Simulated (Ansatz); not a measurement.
HoSi₂ (I4₁/amd, No. 141; cell taken from a computed entry), treated with r²SCAN in Ansatz (PAW).

Run with plane-wave cutoff 500 eV, 14×14×14 k mesh, Fermi–Dirac smearing 0.05 eV, spin-polarised start, scalar-relativistic PAW data made under PBE.

Computed at the level's own relaxed cell.

**Question.** Predict the equilibrium volume per atom, lattice constant a and c axis length.

**Answer.** 
- equilibrium volume per atom: 18.97 Å³/atom
- lattice constant a: 4.082 Å
- c axis length: 13.663 Å

Note: the magnetic order was assumed, not searched for or taken from measurement; the relaxation could not lower the start's symmetry, so the cell can be a saddle point above a distorted one; the 4f shell is treated without U or exact exchange, so its levels and filling can be wrong.

Spin–orbit coupling is not included.

Computed values are for the static lattice.

It cost roughly 50 core-minutes of CPU time.

Ansatz is a quantum-chemistry and plane-wave program.
